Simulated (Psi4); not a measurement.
Psi4 1.11, PBE0/def2-svp, scf_type pk: hexafluorobutadiene (FC(F)=C(F)C(F)=C(F)F), 10 atoms. The geometry is a generated start, not checked to be a minimum at this level.

task: energy
method: pbe0
basis: def2-svp
memory: 7 GB
e_convergence: 1e-08
d_convergence: 1e-07
guess: auto, which took SAD (default)
diis_max_vecs: 10 (default)
scf_initial_accelerator: adiis (default)
dft_radial_points: 75 (default)
dft_spherical_points: 302 (default)
basis functions: 140
grid points: 212755

```xyz
10

F      2.2508    -0.2724    -1.2088
C      1.8526    -0.1728     0.0390
F      2.8720    -0.2301     0.8722
C      0.5788    -0.0328     0.4350
F      0.3330     0.0553     1.7495
C     -0.5802     0.0353    -0.4385
F     -0.3299    -0.0452    -1.7530
C     -1.8540     0.1706    -0.0413
F     -2.2441     0.2605     1.2115
F     -2.8790     0.2316    -0.8656
```
Charge 0, spin multiplicity 1.

The reference run uses exact four-centre integrals (scf_type = pk). One run each, on a shared machine, so no times are given.

Settings tried, all else as in the reference:
- scf_type = cd, cholesky_tolerance = 0.001
- scf_type = dfdirj+cosx, cosx_radial_points_final = 75, cosx_spherical_points_final = 302
- scf_type = cd, cholesky_tolerance = 0.01
- scf_type = cd, cholesky_tolerance = 1e-05
- scf_type = dfdirj+cosx, cosx_radial_points_final = 25, cosx_spherical_points_final = 50
- scf_type = dfdirj+cosx
- scf_type = dfdirj+cosx, cosx_radial_points_final = 50, cosx_spherical_points_final = 194
- scf_type = mem_df
- scf_type = dfdirj+snlink
- scf_type = cd, cholesky_tolerance = 1e-06
- scf_type = dfdirj+link
- scf_type = cd, cholesky_tolerance = 0.0001 (default)

### Question
Which of these stay within 1.0 meV/atom in energy of the reference run?

### Answer
Within it: scf_type = mem_df; scf_type = cd, cholesky_tolerance = 1e-06; scf_type = dfdirj+cosx; scf_type = cd, cholesky_tolerance = 1e-05; scf_type = dfdirj+snlink; scf_type = dfdirj+link; scf_type = dfdirj+cosx, cosx_radial_points_final = 75, cosx_spherical_points_final = 302; scf_type = dfdirj+cosx, cosx_radial_points_final = 50, cosx_spherical_points_final = 194; scf_type = dfdirj+cosx, cosx_radial_points_final = 25, cosx_spherical_points_final = 50. Outside: scf_type = cd, cholesky_tolerance = 0.0001 (default); scf_type = cd, cholesky_tolerance = 0.001; scf_type = cd, cholesky_tolerance = 0.01.

| setting | energy against the reference |
|---|---|
| scf_type = mem_df | +0.085 meV/atom |
| scf_type = cd, cholesky_tolerance = 1e-06 | −0.093 meV/atom |
| scf_type = dfdirj+cosx | −0.44 meV/atom |
| scf_type = cd, cholesky_tolerance = 1e-05 | −0.52 meV/atom |
| scf_type = dfdirj+snlink | −0.53 meV/atom |
| scf_type = dfdirj+link | −0.53 meV/atom |
| scf_type = dfdirj+cosx, cosx_radial_points_final = 75, cosx_spherical_points_final = 302 | −0.53 meV/atom |
| scf_type = dfdirj+cosx, cosx_radial_points_final = 50, cosx_spherical_points_final = 194 | −0.55 meV/atom |
| scf_type = dfdirj+cosx, cosx_radial_points_final = 25, cosx_spherical_points_final = 50 | −0.64 meV/atom |
| scf_type = cd, cholesky_tolerance = 0.0001 (default) | −3.6 meV/atom |
| scf_type = cd, cholesky_tolerance = 0.001 | −13 meV/atom |
| scf_type = cd, cholesky_tolerance = 0.01 | −13 meV/atom |

Total energies are compared; such shifts often cancel in part in energy differences. The DFDIRJ builders fit J, which adds its shift to that of exchange. Psi4 runs the final COSX grid once, on the density of the start grid. Also tried and not ranked: scf_type = direct (same energy as a listed run). The tolerance is a choice made for this comparison.
